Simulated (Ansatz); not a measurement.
# Pressure series in BAs

Take BAs in the zinc blende structure (space group F-43m, No. 216; a = 4.783 Å) as the base.

Cell and atoms are relaxed at each pressure.

Level of theory: r2SCAN (Ansatz, a first-principles code, PAW, without spin-orbit coupling), earlier PAW set.

Candidates:
(a) pressure 3 GPa
(b) pressure 7.5 GPa
(c) pressure 0.3 GPa

Base values:

The smallest direct gap is 3.44 eV.

### Question
Order them by smallest direct gap, highest first.

### Answer
(b) pressure 7.5 GPa (3.49 eV), (a) pressure 3 GPa (3.46 eV), (c) pressure 0.3 GPa (3.44 eV)

Load acts through the strain it causes; cell and atoms are relaxed under it. Whether these cells are dynamically stable was not tested. No other phases were tried under pressure.
